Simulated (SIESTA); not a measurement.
# Converging the k-point mesh: the (001) slab of Mg (cut from a parent of space group no. 194; 4 atoms in the cell)

```
CELL_PARAMETERS angstrom
      3.20037     0.00000     0.00000
     -1.60018     2.77160     0.00000
      0.00000     0.00000    21.79160
ATOMIC_POSITIONS crystal
  Mg 0.66667 0.33333 0.44041
  Mg 0.33333 0.66667 0.32122
  Mg 0.66667 0.33333 0.67878
  Mg 0.33333 0.66667 0.55959
```

Method of the run: SIESTA with LDA PW92, numerical atomic orbitals TZP, PseudoDojo LDA standard norm-conserving potentials (rewritten from UPF to PSML).

Base settings: XC.functional = LDA; XC.authors = PW92; potentials = PseudoDojo LDA standard; PAO.BasisSize = TZP; PAO.EnergyShift = 0.01 Ry; MeshCutoff = 300 Ry; kgrid.MonkhorstPack = 11 11 1; OccupationFunction = FD; ElectronicTemperature = 0.1 eV; MaxSCFIterations = 150.

Only quantities that move along the ladder and can be compared are tabulated.

The starting cell has typed, rounded lattice constants, without a prior relaxation at this level. The slab is cut from that crystal, and its faces are unrelaxed. Its lattice was rescaled by up to half a per cent. Values carry the incompleteness of an atom-centred basis.

```tsv
kgrid.MonkhorstPack	free energy less the last step's (meV/atom)	largest difference of a force vector from the last step's (eV/Å)
2 2 1	471.19	1.257
3 3 1	112.79	0.239
4 4 1	-59.20	0.095
5 5 1	11.59	0.241
6 6 1	11.58	0.164
7 7 1	-3.07	0.076
9 9 1	12.11	0.078
10 10 1	-6.18	0.059
11 11 1	1.41	0.034
12 12 1	2.22	0.007
14 14 1	0.29	0.004
16 16 1	1.47	0.021
19 19 1	0.79	0.015
22 22 1	0.59	0.004
26 26 1	-0.15	0.008
30 30 1	0.00	0.000
```

Coarsest kgrid.MonkhorstPack that holds the free energy within 0.5 meV/atom of the last step, with all finer ones: 26 26 1; the step before is off by 0.59 meV/atom.

Coarsest kgrid.MonkhorstPack that holds the forces within 0.01 eV/Å: not settled: the last two steps still differ by 0.008 eV/Å, over half the tolerance, so the ladder does not show it.

Two neighbours can agree and both be off: 5 5 1 and 6 6 1 differ by 0.00 meV/atom in the free energy, yet lie about 12 meV/atom from the last step.
